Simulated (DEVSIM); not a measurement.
Device: isotype n-n heterojunction In0.52Al0.48As/In0.53Ga0.47As, at 300 K.

| layer (left to right) | material | thickness (μm) | Nd (cm⁻³) | τn (s) | τp (s) |
|---|---|---|---|---|---|
| 1 | In0.52Al0.48As | 0.770 | 2.4e16 | 1.7e-9 | 1.7e-9 |
| 2 | In0.53Ga0.47As | 1.80 | 1.8e15 | 1.7e-9 | 1.7e-9 |

Left contact: ohmic. Right contact: ohmic. Voltage is applied to the left contact. Recombination: SRH at mid-gap, Auger. Mobility is μmin + (μ − μmin)/(1 + (N/Nref)^α).

Constants are typed, rounded textbook-type inputs, not results; the design itself was drawn at random and stands for no fabricated device. Values at 300 K.

```tsv
parameter	In0.52Al0.48As	In0.53Ga0.47As
gap (eV)	1.45	0.74
affinity (eV)	4	4.51
permittivity	12.5	13.9
Nc (cm⁻³)	5.1e17	2.1e17
Nv (cm⁻³)	1.1e19	7.7e18
μn (cm²/Vs)	4000	12000
μp (cm²/Vs)	75	300
μn,min	800	300
μp,min	10	10
Nref,n	3e16	1.3e17
Nref,p	1e17	4.9e17
αn	1.1	0.48
αp	0.6	0.4
Cn (cm⁶/s)	1e-30	5e-29
Cp (cm⁶/s)	1e-30	5e-29
```

Model (solved in DEVSIM): 1D drift-diffusion, Boltzmann statistics, complete ionisation; no tunnelling, impact ionisation, image-force lowering or self-heating. Band offsets follow the typed affinities; no thermionic-emission limit at abrupt steps, no polarisation charge.

Tabulate band edges, carrier densities and field at zero bias.

Energies count from the Fermi level of the right contact; mesh points crowd at the junctions.

```csv
x (μm),Ec (eV),Ev (eV),n (cm⁻³),p (cm⁻³),field (V/cm)
0.000,0.079,-1.371,2.4e16,< 1e2,≈ 0
0.006474,0.079,-1.371,2.4e16,< 1e2,≈ 0
0.02052,0.079,-1.371,2.4e16,< 1e2,≈ 0
0.05431,0.079,-1.371,2.4e16,< 1e2,≈ 0
0.1780,0.079,-1.371,2.4e16,< 1e2,≈ 0
0.4004,0.079,-1.371,2.4e16,< 1e2,≈ 0
0.6142,0.092,-1.358,1.5e16,< 1e2,4400
0.7229,0.290,-1.160,6.8e12,< 1e2,36000
0.7517,0.408,-1.042,7.1e10,< 1e2,46000
0.7649,0.472,-0.978,6.0e9,410,51000
0.7706,-0.009,-0.749,3.0e17,2000000,44000
0.7815,0.024,-0.716,8.2e16,7300000,22000
0.8034,0.057,-0.683,2.3e16,2.6e7,11000
0.8549,0.090,-0.650,6.4e15,9.4e7,3900
1.034,0.118,-0.622,2.2e15,2.7e8,490
1.395,0.123,-0.617,1.8e15,3.3e8,15
2.019,0.123,-0.617,1.8e15,3.3e8,≈ 0
2.328,0.123,-0.617,1.8e15,3.3e8,≈ 0
2.496,0.123,-0.617,1.8e15,3.3e8,≈ 0
2.541,0.123,-0.617,1.8e15,3.3e8,≈ 0
2.560,0.123,-0.617,1.8e15,3.3e8,≈ 0
2.570,0.123,-0.617,1.8e15,3.3e8,≈ 0
```
